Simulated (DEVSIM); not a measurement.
System: Schottky contact on n-type Si, at 400 K.

Layer 1 from the left is Si, thickness (μm) 0.320, Nd (cm⁻³) 2.3e17, τn (s) 3e-5, τp (s) 3e-5. Layer 2 from the left is Si, thickness (μm) 0.650, Nd (cm⁻³) 9.6e17, τn (s) 3e-5, τp (s) 3e-5.

Left contact: Schottky, work function 4.51 eV, emission velocity 2.6e6 cm/s. Right contact: ohmic. Voltage is applied to the left contact. Recombination: SRH at mid-gap, Auger. Mobility is μmin + (μ − μmin)/(1 + (N/Nref)^α).

This is a model device: material constants are rounded textbook-type values typed into the input, and sizes, dopings and lifetimes were drawn at random. Values at 300 K; Nc and Nv go as T^1.5, mobilities as T to minus their exponent, the gap by Varshni's rule with the affinity fixed.

Si: gap (eV) 1.124, affinity (eV) 4.05, permittivity 11.7, Nc (cm⁻³) 2.86e19, Nv (cm⁻³) 3.1e19, μn (cm²/Vs) 1417, μp (cm²/Vs) 470, μn,min 52, μp,min 45, Nref,n 9.7e16, Nref,p 2.2e17, αn 0.68, αp 0.72, T exponent of μn 2.3, T exponent of μp 2.2, Cn (cm⁶/s) 2.8e-31, Cp (cm⁶/s) 9.9e-32, Varshni α (eV/K) 0.000473, Varshni β (K) 636.

DEVSIM, 1D drift-diffusion, Boltzmann statistics, complete ionisation; no tunnelling, impact ionisation, image-force lowering or self-heating. Metal contacts follow the ideal Schottky-Mott rule: no Fermi-level pinning, no interface dipoles.

### Question
What does the simulation give for the potential step across the device at zero bias, the dark forward voltage at 100 A/cm²?

### Answer
potential step across the device at zero bias 0.328 V; dark forward voltage at 100 A/cm² 0.054 V.
